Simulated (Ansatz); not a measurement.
Ti: response to strain

Start from Ti in the hcp (Mg type) structure (space group P6_3/mmc, No. 194; a = 2.940 Å, c = 4.654 Å; relaxed with 0.1 eV smearing). Axes: x lies along a and z along c of the hexagonal cell.

Strains are applied to the cell and any free atomic positions relax; under biaxial strain the out-of-plane vector relaxes too.

Computed with PBE (Ansatz, a quantum-chemistry and plane-wave program), no spin-orbit coupling.

Notes on the quantities. in-plane stress: mean in-plane stress (compression positive).

```json
[
 {"change": "base", "out-of-plane strain": "–", "in-plane stress": "–", "shortest interatomic distance": "2.880 Å"},
 {"change": "biaxial strain −3.00 %, plane normal [001], relaxed out of plane", "out-of-plane strain": "+2.60 %", "in-plane stress": "+6.2 GPa", "shortest interatomic distance": "2.852 Å"},
 {"change": "biaxial strain −2.00 %, plane normal [001], relaxed out of plane", "out-of-plane strain": "…", "in-plane stress": "…", "shortest interatomic distance": "2.881 Å"},
 {"change": "biaxial strain −1.50 %, plane normal [001], relaxed out of plane", "out-of-plane strain": "+1.25 %", "in-plane stress": "+3.0 GPa", "shortest interatomic distance": "2.889 Å"},
 {"change": "biaxial strain −1.00 %, plane normal [001], relaxed out of plane", "out-of-plane strain": "+0.83 %", "in-plane stress": "+2.0 GPa", "shortest interatomic distance": "2.886 Å"},
 {"change": "biaxial strain +0.50 %, plane normal [001], relaxed out of plane", "out-of-plane strain": "-0.40 %", "in-plane stress": "-1.0 GPa", "shortest interatomic distance": "2.878 Å"},
 {"change": "biaxial strain +1.50 %, plane normal [001], relaxed out of plane", "out-of-plane strain": "-1.19 %", "in-plane stress": "-2.8 GPa", "shortest interatomic distance": "2.873 Å"},
 {"change": "biaxial strain +2.00 %, plane normal [001], relaxed out of plane", "out-of-plane strain": "-1.58 %", "in-plane stress": "-3.7 GPa", "shortest interatomic distance": "2.871 Å"},
 {"change": "biaxial strain +2.50 %, plane normal [001], relaxed out of plane", "out-of-plane strain": "-1.98 %", "in-plane stress": "-4.5 GPa", "shortest interatomic distance": "2.869 Å"},
 {"change": "biaxial strain +3.00 %, plane normal [001], relaxed out of plane", "out-of-plane strain": "-2.37 %", "in-plane stress": "-5.3 GPa", "shortest interatomic distance": "2.867 Å"}
]
```

**Question.** Complete the table.

**Answer.** 
- biaxial strain −2.00 %, plane normal [001], relaxed out of plane, out-of-plane strain: +1.69 %
- biaxial strain −2.00 %, plane normal [001], relaxed out of plane, in-plane stress: +4.1 GPa

Stability against distortions was not tested. The final runs are not spin-polarised.
